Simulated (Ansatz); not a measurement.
The starting structures come from a database of crystals and need not be the phases stable at ambient conditions.

Inside the gap of an insulator the Bloch states are evanescent, with a wavenumber k + iκ along the transport direction.

Here is the system:

```xyz
12
Lattice="6.6710 0.0000 0.0000 2.1177 6.3413 0.0000 3.3355 0.0000 5.8618" Properties=species:S:1:pos:R:3 pbc="T T T"
Si     4.2499     3.3249     4.8670
Si     6.5265     0.1542     0.9949
Cu     7.6553     3.1873     2.8746
Cu     3.2609     0.0166     2.9872
Cu     4.3752     3.1717     1.0200
Cu     6.6518     0.0010     4.8419
Se     4.3552     0.7773     0.9935
Se     8.7496     3.9479     4.8684
Se     5.3906     3.9752     3.0255
Se     7.6673     0.8045     2.8363
Se     4.3709     0.9192     4.9411
Se     2.0942     4.0898     0.9208
```

Space group of this cell: Cc. The cell is taken as given.

Transport runs along the normal of the first two printed cell vectors.

No gap correction and no spin-orbit coupling; mid-gap values are interpolated between computed energies.

Task: Predict the band gap and the smallest decay constant κ at mid-gap from r2SCAN (Ansatz, a program for electronic structure).

Result: Gap 0.68 eV on a 6×6×6 mesh; κ = 0.082 1/Å, at the zone centre.
